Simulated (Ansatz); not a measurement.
Take ZnS in the zinc blende structure (space group F-43m, No. 216; a = 5.3567 Å) as the base.

Method: PBEsol in Ansatz (plane waves to 420 eV, PAW, no spin-orbit coupling).

Its conduction minimum is a single valley at Γ with mass 0.17 mₑ.

It is then changed as follows: electron doping at 7.0×10^21 cm⁻³ (0.269 per cell), with a uniform compensating background at fixed cell and a 300 K Fermi–Dirac width.

Where would a parabolic band put the Fermi level, and where does the calculation put it?

k_F = (3π²n)^(1/3) = 0.592 Å⁻¹, so ħ²k_F²/2m = 8.0 eV above the band edge at zero temperature. The calculation gives 1.60 eV (to 0.05 eV): the band is strongly non-parabolic or higher valleys fill at this density.

Carriers are added with a uniform compensating background; total energy and stress of such cells depend on the potential's zero and are not compared; many-body gap narrowing is missing at this level. The levels and masses belong to the bands next to the band gap. Effective masses come from finite differences of ±0.01 Å⁻¹. No phonon test of stability was made.

Ansatz is an electronic-structure program.
